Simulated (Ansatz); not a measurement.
**Al in the fcc (Cu type) structure (space group Fm-3m, No. 225)**

```
CELL_PARAMETERS angstrom
      0.00000     2.00699     2.00699
      2.00699     0.00000     2.00699
      2.00699     2.00699     0.00000
ATOMIC_POSITIONS crystal
  Al 0.00000 0.00000 0.00000
```

Computed with PBEsol (Ansatz, an electronic-structure program, PAW, no spin-orbit coupling), earlier PAW set. k-mesh 20×20×20 (Γ-centred); smearing 0.05 eV (Fermi–Dirac).

```yaml
volume_per_atom: 16.17 Å³
density: 2.77 g/cm³
band_gap: zero
total_energy: -524.548 eV/atom (σ→0; compares only within this code and set-up)
```

Stability against distortions was not tested.
